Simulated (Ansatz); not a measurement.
Defect: interstitial H in corundum, charge state +1. These are PBE, PAW (plane waves to 420 eV; Ansatz, a first-principles code) values and carry that method's errors.

Settings: 120 host sites, the relaxed PBE lattice, the Γ point alone, smearing 0.01 eV, spin-restricted, no image-charge correction. No zero-point or tunnelling terms. The charge state is imposed; whether it is stable for some Fermi level was not computed. Sites that were not tried may lie lower.

Barriers: single points on a 2×2×2 k-point mesh shifted by half a step along c at the bands' geometries.

The step: a direct jump of one H atom; the atom moves 2.22 Å along (-0.17, 0.17, -0.13) of the unit cell; the moving atom starts with neighbours Al at 2.04, Al at 2.13; O at 1.01, O at 1.71, O at 2.18 Å and ends with Al at 2.04, Al at 2.13; O at 1.01, O at 1.71, O at 2.18 Å.

Give the migration barrier of this step at the level PBE, PAW.

1.38 eV, the same both ways. At the saddle the moving atom has neighbours 2 Al at 1.85; O at 0.96, 2 O at 1.93 Å. The check of the saddle point's order was inconclusive, and it lies on a symmetry element of the cell, where a band can be held.
